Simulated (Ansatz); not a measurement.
System: ZnGaNO (model structure, started from the AlSiCN type, P3m1, No. 156, 4 atoms in the cell). Method: PBEsol (Ansatz, a quantum-chemistry and plane-wave program, PAW).

Settings: plane-wave cutoff 520 eV, 12×12×8 k mesh (along the axes of the cell as run), Fermi–Dirac smearing 0.01 eV, scalar-relativistic PAW data made under PBE.

Cell (relaxed with PBEsol):

```
CELL_PARAMETERS angstrom
      3.19556     0.00000     0.00000
     -1.59778     2.76744     0.00000
      0.00000     0.00000     5.22005
ATOMIC_POSITIONS crystal
  Ga 0.33333 0.66667 0.50740
  Zn 0.66667 0.33333 0.99111
  O  0.33333 0.66667 0.13843
  N  0.66667 0.33333 0.61306
```

Question: What does this level give for the band gap?

Answer: 
band gap: 1.26 eV (direct)

Note: the relaxation could raise the start's symmetry but not lower it, so the cell can be a saddle point.

Spin–orbit coupling is not included.

Cost on a shared machine: around 40 core-seconds (rough).

A model structure was made by putting elements into a prototype or built by hand; it is no filed structure, need not be a known phase, and can be a saddle point held by its symmetry.
